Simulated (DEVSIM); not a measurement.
Device: Schottky contact on n-type Si, at 400 K.

```csv
layer (left to right),material,thickness (μm),Nd (cm⁻³),τn (s),τp (s)
1,Si,7.50,1.9e16,3.3e-5,3.3e-5
```

Left contact: Schottky, work function 4.87 eV, emission velocity 2.1e6 cm/s. Right contact: ohmic. Voltage is applied to the left contact. Recombination: SRH at mid-gap, radiative. Mobility is μmin + (μ − μmin)/(1 + (N/Nref)^α).

This is a model device: material constants are rounded textbook-type values typed into the input, and sizes, dopings and lifetimes were drawn at random. Values at 300 K; Nc and Nv go as T^1.5, mobilities as T to minus their exponent, the gap by Varshni's rule with the affinity fixed. The table also holds parameters that only a changed run uses.

| parameter | Si |
|---|---|
| gap (eV) | 1.124 |
| affinity (eV) | 4.05 |
| permittivity | 11.7 |
| Nc (cm⁻³) | 2.86e19 |
| Nv (cm⁻³) | 3.1e19 |
| μn (cm²/Vs) | 1417 |
| μp (cm²/Vs) | 470 |
| μn,min | 52 |
| μp,min | 45 |
| Nref,n | 9.7e16 |
| Nref,p | 2.2e17 |
| αn | 0.68 |
| αp | 0.72 |
| T exponent of μn | 2.3 |
| T exponent of μp | 2.2 |
| B (cm³/s) | 4.7e-15 |
| Cn (cm⁶/s) | 2.8e-31 |
| Cp (cm⁶/s) | 9.9e-32 |
| Varshni α (eV/K) | 0.000473 |
| Varshni β (K) | 636 |

Model (solved in DEVSIM): 1D drift-diffusion, Boltzmann statistics, complete ionisation; no tunnelling, impact ionisation, image-force lowering or self-heating. Metal contacts follow the ideal Schottky-Mott rule: no Fermi-level pinning, no interface dipoles.

Base results: potential step across the device at zero bias (V) 0.553; dark forward voltage at 1 A/cm² (V) 0.255; largest field in the device at zero bias (V/cm) 56000; dark forward voltage at 100 A/cm² (V) 0.459.

### Question
What follows from this one change: metal work function 4.87 → 5.02 eV?

### Answer
potential step across the device at zero bias 0.553 → 0.703 V; dark forward voltage at 1 A/cm² 0.255 → 0.393 V; largest field in the device at zero bias 56000 → 120000 V/cm; dark forward voltage at 100 A/cm² 0.459 → 0.578 V.

### Question
What follows from this one change: metal work function 4.87 → 5.07 eV?

### Answer
potential step across the device at zero bias 0.553 → 0.753 V; dark forward voltage at 1 A/cm² 0.255 → 0.422 V; largest field in the device at zero bias 56000 → 210000 V/cm; dark forward voltage at 100 A/cm² 0.459 → 0.601 V.

### Question
What follows from this one change: thickness of layer 1 7.5 → 13 μm?

### Answer
potential step across the device at zero bias little changed (0.553 V); dark forward voltage at 1 A/cm² little changed (0.255 V); largest field in the device at zero bias little changed (56000 V/cm); dark forward voltage at 100 A/cm² 0.459 → 0.491 V.

### Question
What follows from this one change: temperature 400 → 450 K?

### Answer
potential step across the device at zero bias 0.553 → 0.513 V; dark forward voltage at 1 A/cm² 0.255 → 0.178 V; largest field in the device at zero bias little changed (59000 V/cm); dark forward voltage at 100 A/cm² 0.459 → 0.411 V.

### Question
What follows from this one change: doping Nd of layer 1 1.9e+16 → 5.7e+14 cm^-3?

### Answer
potential step across the device at zero bias 0.553 → 0.432 V; dark forward voltage at 1 A/cm² 0.255 → 0.264 V; largest field in the device at zero bias 56000 → 15000 V/cm; dark forward voltage at 100 A/cm² 0.459 → 0.712 V.

### Question
What follows from this one change: constant mobility in place of the doping-dependent one?

### Answer
potential step across the device at zero bias little changed (0.553 V); dark forward voltage at 1 A/cm² little changed (0.254 V); largest field in the device at zero bias little changed (56000 V/cm); dark forward voltage at 100 A/cm² 0.459 → 0.447 V.
